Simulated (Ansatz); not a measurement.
Take CaZrF6 (space group Fm-3m, No. 225; a = 8.511 Å; a cell from a computed database, its experimental status unchecked) as the base. Axes: x, y, z lie along the cube axes.

Modification: strain tensor (xx, yy, zz, yz, xz, xy) = (−0.34, −0.57, +1.55, −2.35, −0.49, −0.80) %; the atoms relax in the strained cell.

Levels (all Ansatz, a program for electronic structure, PAW): PBEsol (420 eV, without spin-orbit coupling); r2SCAN (500 eV, without spin-orbit coupling); HSE06 (420 eV, no SOC).

One geometry, relaxed with PBEsol, under each level:

| level | band gap | lowest conduction level above the VBM at special points | pressure |
|---|---|---|---|
| PBEsol | 6.95 eV | Γ 6.95 eV; U 6.98 eV; V 7.00 eV; T 7.00 eV | -0.30 GPa |
| r2SCAN | ? | ? | ? |
| HSE06 | 9.23 eV | Γ 9.23 eV; U 9.28 eV; V 9.29 eV | – |

Q: Give the withheld r2SCAN results.

A: 
- r2SCAN, band gap: 7.69 eV
- r2SCAN, lowest conduction level above the VBM at special points: Γ 7.69 eV; U 7.72 eV; V 7.74 eV; T 7.74 eV
- r2SCAN, pressure: 0.33 GPa

Single points use the geometry relaxed with PBEsol. Their cutoffs differ, which shifts pressures a little. No phonon test of stability was made. k-point labels follow each cell's own Brillouin zone.
